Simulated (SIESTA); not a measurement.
SIESTA run on TcRu (P-6m2, 2 atoms in the cell): self-consistent single point.

Level of theory: LDA PW92, numerical atomic orbitals DZP, PseudoDojo LDA standard norm-conserving potentials (rewritten from UPF to PSML) in SIESTA 5.4.2.

```yaml
crystal:
  lattice:
    - [2.77663, 0.00000, 0.00000]
    - [-1.38832, 2.40463, 0.00000]
    - [0.00000, 0.00000, 4.39483]
  atoms:
    - { symbol: Tc, position: [0.00000, 0.00000, 0.00000] }
    - { symbol: Ru, position: [0.33333, 0.66667, 0.50000] }
```

Reference input (self-consistent single point, DFT, GGA PBEsol, numerical atomic orbitals DZP, PseudoDojo PBEsol standard norm-conserving potentials (rewritten from UPF to PSML)): XC.functional = GGA; XC.authors = PBEsol; potentials = PseudoDojo PBEsol standard; PAO.BasisSize = DZP; PAO.EnergyShift = 0.005 Ry; MeshCutoff = 300 Ry; kgrid.MonkhorstPack = 11 11 6; OccupationFunction = MP; OccupationMPOrder = 0; ElectronicTemperature = 0.136 eV; MaxSCFIterations = 150; SCF.Mixer.Method = Broyden. This run's input differs from it in these lines:

```diff
@@ -1,2 +1,2 @@
-# files in the folder: Tc.psml Ru.psml (PseudoDojo PBEsol standard)
+# files in the folder: Tc.psml Ru.psml (PseudoDojo LDA standard)
 SystemName  TcRu
@@ -22,4 +22,4 @@
 
-XC.functional                GGA
-XC.authors                   PBEsol
+XC.functional                LDA
+XC.authors                   PW92
 PAO.BasisSize                DZP
```

Output (repeated stretches shortened):

```
        iscf     Eharris(eV)        E_KS(eV)     FreeEng(eV)     dDmax    Ef(eV) dHmax(eV)
   scf:    1    -4968.157833    -5036.591333    -5036.603165  1.063806 -4.531689 25.587621
   scf:    2    -5055.976515    -5059.963327    -5059.980536  0.690757 -4.910758  7.055813
   scf:    3    -5061.242789    -5060.788052    -5060.805251  0.127521 -5.116835  3.826139
   scf:    4    -5062.043950    -5061.689698    -5061.703422  0.303115 -5.964083  0.475478
   scf:    5    -5061.698984    -5061.696887    -5061.710780  0.017389 -5.906013  0.027926
   [... 7 lines left out ...]
   scf:   13    -5061.696965    -5061.696964    -5061.710925  0.000011 -5.918018  0.000216
   scf:   14    -5061.696965    -5061.696965    -5061.710925  0.000016 -5.918025  0.000182
   scf:   15    -5061.696965    -5061.696965    -5061.710925  0.000011 -5.918036  0.000166
   scf:   16    -5061.696965    -5061.696965    -5061.710925  0.000010 -5.918044  0.000146
SCF Convergence by DM+H criterion
max |DM_out - DM_in|         :     0.0000095677
max |H_out - H_in|      (eV) :     0.0001457955
SCF cycle converged after 16 iterations

Using DM_out to compute the final energy and forces

siesta: E_KS(eV) =            -5061.6970

siesta: E_KS - E_eggbox =     -5061.6970

siesta: Atomic forces (eV/Ang):
     1   -0.000008    0.000005    0.000000
     2    0.000004   -0.000002   -0.000000
   Tot   -0.000004    0.000002    0.000000
   Max    0.000008
   Res    0.000004    sqrt( Sum f_i^2 / 3N )
   Max    0.000008    constrained

Stress tensor Voigt[x,y,z,yz,xz,xy] (kbar):      235.01      235.01      233.41       -0.00       -0.00        0.00
(Free)E + p*V (eV/cell)    -5066.0053
Target enthalpy (eV/cell)    -5061.7109

siesta: Program's energy decomposition (eV):
siesta: FreeEng =     -5061.710925

   [... lines left out ...]
siesta: Cell volume =         29.343363 Ang**3
siesta:        -234.47460303       -234.47450493  kBar
   [... lines left out ...]
               4dz2    4dxz    4dx2-y2
   2 16.152   1.921  -0.258   0.577   1.957   1.953   1.957   0.374   0.362
              0.374   1.436   1.478   1.501   1.478   1.436  -0.064  -0.070

             -0.126  -0.070  -0.064

mulliken: Qtot =       31.000

Mulliken Atomic Populations:
Atom #   charge [q] valence [e]  Species
     1     0.152080   14.847920  Tc
     2    -0.152080   16.152080  Ru
 Total    -0.000000
```

The run converged in 16 iterations. Against the reference run the pressure goes from -18.67 to -23.45 GPa.

The starting cell comes from a database of computed structures (which also holds hypothetical and non-ambient phases and stackings), without a prior relaxation at this level. Its lattice was rescaled by a random factor within 2.5 % of one. Spin polarisation is off. Values carry the incompleteness of an atom-centred basis. With a pressure of about -23 GPa the cell is away from its equilibrium volume at this level.
